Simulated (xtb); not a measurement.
xtb 6.7.1, GFN2-xTB: Cu(OMe)(acac)(NH3)2 (C[O][Cu]1(<-[NH3])(<-[NH3])[O]C(C)=CC(C)=[O]->1), charge 0, multiplicity 2, 28 atoms. The geometry is a generated start, not checked to be a minimum at this level.

```json
{
 "method": "GFN2-xTB",
 "--acc": "1 (default)",
 "--etemp (K)": "300 (default)",
 "detailed input (--input)": "none: ANC optimiser, Lindh (1995) Hessian, microcycle=20, maxdispl=1.0, hlow=0.01 (default)",
 "basis_functions": "70",
 "valence_electrons": "79"
}
```

```xyz
28

Cu     0.5202     0.1510    -0.9453
O     -0.3307     0.3780    -2.6159
C     -1.6406    -0.0052    -2.7617
H     -2.3272     0.5843    -2.1322
H     -1.9325     0.1401    -3.8130
H     -1.7892    -1.0682    -2.5194
C     -2.5925    -1.2128     1.6126
C     -1.2962    -0.5722     1.1564
C     -0.6193     0.2393     2.0710
C      0.5767     0.9097     1.8131
C      1.1548     1.7473     2.9370
O      1.2280     0.9082     0.7340
O     -0.9347    -0.8379    -0.0175
H     -2.8350    -0.9516     2.6370
H     -3.3933    -0.8868     0.9518
H     -2.5115    -2.2941     1.5205
H     -1.0581     0.3661     3.0478
H      0.8548     2.7836     2.7894
H      0.8016     1.4143     3.9071
H      2.2404     1.7039     2.9011
N      1.6016    -1.9004    -1.2199
H      1.5834    -2.0836    -2.2120
H      0.9474    -2.5149    -0.7584
H      2.5295    -2.0487    -0.8522
N      2.1645     1.1425    -1.9275
H      1.6652     1.3806    -2.7739
H      2.9661     0.5642    -2.1269
H      2.4265     1.9635    -1.4029
```

Charge 0 and multiplicity 2 are set for this test and not shown to be the ground state. GFN-xTB has no spin term: --uhf 1 sets the occupations alone.

The structure is relaxed from this start with --opt LEVEL for the levels crude, sloppy, loose, lax, normal, tight, vtight, extreme, once each. Up to the end of the extreme run atoms move by at most 2.3 Å along an axis.

Task: Which level is enough to come within 1 meV of the tightest end point?

Result: normal: 67 cycles against 87, ending 0.34 meV above.

```csv
level,cycles,energy above the extreme run (meV),gradient norm (eV/Å)
crude,1,140,0.13
sloppy,1,140,0.13
loose,1,140,0.13
lax,1,140,0.13
normal,67,0.34,0.043
tight,72,0.12,0.0087
vtight,86,under 0.01,0.0023
extreme,87,—,0.0023
```
